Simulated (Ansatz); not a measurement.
We consider Ca(OH)₂ (P-3m1, No. 164), described by LDA (Ansatz, a program for electronic structure, PAW).

Run with plane-wave cutoff 520 eV, 12×12×8 k mesh (along the axes of the cell as run), Fermi–Dirac smearing 0.01 eV, scalar-relativistic PAW data made under PBE.

Energies at three volumes about the minimum:

```csv
V (Å³/atom),E − E_lowest (meV/atom)
9.593,0.62
9.788,0.00
9.984,0.59
```

Task: Fit a parabola by hand: where is the minimum, and what is the bulk modulus?

Result: Slopes: (0.00 − 0.62)/(9.788 − 9.593) = -3.179 and (0.59 − 0.00)/(9.984 − 9.788) = 3.010 meV/Å³. Curvature E″ = 2 × (3.010 − (-3.179))/(9.984 − 9.593) = 31.657 meV/Å⁶. From the middle of the first interval, the slope vanishes at V0 = 9.6905 − (-3.179)/31.657 = 9.791 Å³/atom. B = V0 E″ = 9.791 × 31.657 meV/Å³ × 0.1602 GPa per meV/Å³ = 49.7 GPa. The full Birch–Murnaghan fit to all volumes gives V0 = 9.786 Å³/atom and B0 = 49.4 GPa.

Shape and atoms are relaxed at each volume.

Note: the relaxation could not lower the start's symmetry, so the cell can be a saddle point above a distorted one; the volume lies 11 % below that of the published cell.
